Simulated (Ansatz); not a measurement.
Base system: SiO2 in the rutile structure (space group P4_2/mnm, No. 136).

```yaml
crystal:
  lattice:
    - [4.23617, 0.00000, 0.00000]
    - [0.00000, 4.23617, 0.00000]
    - [0.00000, 0.00000, 2.69043]
  atoms:
    - { symbol: Si, position: [0.00000, 0.00000, 0.00000] }
    - { symbol: Si, position: [0.50000, 0.50000, 0.50000] }
    - { symbol: O, position: [0.30699, 0.30699, 0.00000] }
    - { symbol: O, position: [0.80699, 0.19301, 0.50000] }
    - { symbol: O, position: [0.19301, 0.80699, 0.50000] }
    - { symbol: O, position: [0.69301, 0.69301, 0.00000] }
```

The values are results of PBE (Ansatz, a program for electronic structure, PAW, spin-orbit coupling left out), not measurements.

Carriers are added at fixed cell with a uniform background; the Fermi–Dirac width is that of 300 K.

One change was made to it. Results:

```tsv
quantity	base	after
gap between the host's bands	5.04 eV	5.10 eV
Fermi level relative to the doped band's edge (positive inside the band; to 0.05 eV)	–	+0.45 eV
gap character	direct at Γ	direct at Γ
```

Question: Which change produced these results?
(A) holes 1.0×10^22 cm⁻³
(B) electrons 5.0×10^21 cm⁻³
(C) holes 3.0×10^21 cm⁻³
(D) electrons 1.0×10^22 cm⁻³

Answer: C, holes 3.0×10^21 cm⁻³. For comparison, the Fermi level from band edge in the other runs: electrons 5.0×10^21 cm⁻³ gives +1.60 eV; holes 1.0×10^22 cm⁻³ gives +0.85 eV; electrons 1.0×10^22 cm⁻³ gives +1.95 eV.

Carriers are added with a uniform compensating background; total energy and stress of such cells depend on the potential's zero and are not compared; many-body gap narrowing is missing at this level. No phonon test of stability was made.
